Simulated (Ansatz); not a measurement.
Worked example: relaxation of the atoms of InBi (P1, 4 atoms in the cell) in Ansatz (a quantum-chemistry and plane-wave program).

Method of the run: PBE (plane waves, PAW; Ansatz).

The change in words: atoms moved at random; relax: default → atoms; relax.f_tol: default → 0.1 eV/Å. Reference geometry:
```yaml
crystal:
  lattice:
    - [3.85089, -2.81418, 0.00000]
    - [3.85089, 2.81418, 0.00000]
    - [-1.39773, 0.00000, 8.31685]
  atoms:
    - { symbol: In, position: [0.00000, 0.50000, 0.00000] }
    - { symbol: In, position: [0.50000, 0.00000, 0.50000] }
    - { symbol: Bi, position: [0.58160, 0.41840, 0.25000] }
    - { symbol: Bi, position: [0.41840, 0.58160, 0.75000] }
```

Reference input (self-consistent single point, DFT, PBE, plane waves, default PAW files): basis.ecutwfc = 420 eV; kpoints.mp_grid.grid = 6 6 4; hamiltonian.xc = pbe; hamiltonian.pseudopotentials = {kind: paw} (the program's default PAW files); scf.occupations.method = fermi_dirac; scf.occupations.width = 0.1 eV. This run's input differs from it in these lines:

Ansatz 0.2 input:
```diff
@@ -6,6 +6,6 @@
   atoms:
-    - { symbol: In, position: [0.00000000, 0.50000000, 0.00000000] }
-    - { symbol: In, position: [0.50000000, 0.00000000, 0.50000000] }
-    - { symbol: Bi, position: [0.58160000, 0.41840000, 0.25000000] }
-    - { symbol: Bi, position: [0.41840000, 0.58160000, 0.75000000] }
+    - { symbol: In, position: [-0.00238400, 0.50306600, 0.00050000] }
+    - { symbol: In, position: [0.49449800, -0.00077400, 0.49769500] }
+    - { symbol: Bi, position: [0.58108200, 0.41357400, 0.25176300] }
+    - { symbol: Bi, position: [0.42680500, 0.58413500, 0.75004300] }
 basis:
@@ -19,2 +19,4 @@
   occupations: { method: fermi_dirac, width: 0.1 eV }
+relax:
+  f_tol: 0.1
 output:
```

Log, with long lists cut:

```
   [... SCF lines of the steps left out ...]
relax step   1: F+E_penalty+E_count = -35987.52516495 eV  Δ(F+E_penalty+E_count) = +0.000e0 eV  max|allowed force component| = 2.160e-1 eV/Å  Δτ_max = 0.0000 Å  (6 SCF iters, dr2 threshold 1.00e-4 eV, accepted)
relax step   2: F+E_penalty+E_count = -35987.55406566 eV  Δ(F+E_penalty+E_count) = -2.890e-2 eV  max|allowed force component| = 1.160e-1 eV/Å  Δτ_max = 0.0929 Å  (6 SCF iters, accepted)
relax step   3: F+E_penalty+E_count = -35987.56448984 eV  Δ(F+E_penalty+E_count) = -1.042e-2 eV  max|allowed force component| = 1.178e-2 eV/Å  Δτ_max = 0.0907 Å  (6 SCF iters, accepted)
Free energy (F): -35987.564490 eV
Internal energy: -35987.473622 eV  (E = F + TS)
E sigma→0 (E₀):  -35987.519056 eV
Entropy (-TS):   -0.090867 eV (-22.717 meV/atom)
Fermi energy:    5.508871 eV
--- Forces (eV/Å), atoms counted from 1 ---
  atom   1  In    -0.00173729     0.00050185    -0.00234367
  atom   2  In    -0.00090887    -0.00285757     0.00134873
  atom   3  Bi     0.00573923     0.01179876     0.00071994
  atom   4  Bi    -0.00310775    -0.00938124     0.00026929
--- Stress (GPa, compression-positive) ---
       -2.735894      -0.028263       0.163468
       -0.028263      -2.303288      -0.006097
        0.163468      -0.006097      -3.433459
  P = ⅓ Tr σ = -2.8242 GPa (-28.242 kbar)
  The stress holds the Pulay correction. Without it, at fixed plane waves, as pw.x and ABINIT print it: P = -2.8474 GPa
   [... lines left out ...]
  atoms:
    - { symbol: In, position: [0.0008073297540070579, 0.5002006778714078, 0.00012573748054839974] }
    - { symbol: In, position: [0.4978391431446224, 0.0006018973192600252, 0.4996532069360283] }
    - { symbol: Bi, position: [0.550100776490314, 0.44737045789753654, 0.25012041203576196] }
    - { symbol: Bi, position: [0.45125375061105655, 0.5518279669117956, 0.7501016435476611] }
```

The run converged.  The full log also holds: “iter 4 did not close the SCF: its close was put off for the readings that it lacked (scf_convergence_deferred on its scf_iter line)”. The full log also holds: “iter 5 did not close the SCF: its close was put off for the readings that it lacked (scf_convergence_deferred on its scf_iter line)”.

Summary of the result:
* **Free energy E − TS (on the zero of these files)**: -35987.5645 eV
* **Fermi level (on the code's own zero)**: 5.51 eV
* **Pressure**: -2.82 GPa
* **Largest force (vector length)**: 0.013 eV/Å
* **Relaxation steps**: 3

The starting cell was generated: these elements placed on a structure prototype, without a prior relaxation; it need not be a known phase or ordering of this composition. For this run, on top of that: atoms moved at random. Ansatz's pressure includes its estimate of the finite-basis (Pulay) stress.

Cost on one core of a shared machine: roughly 80 s.
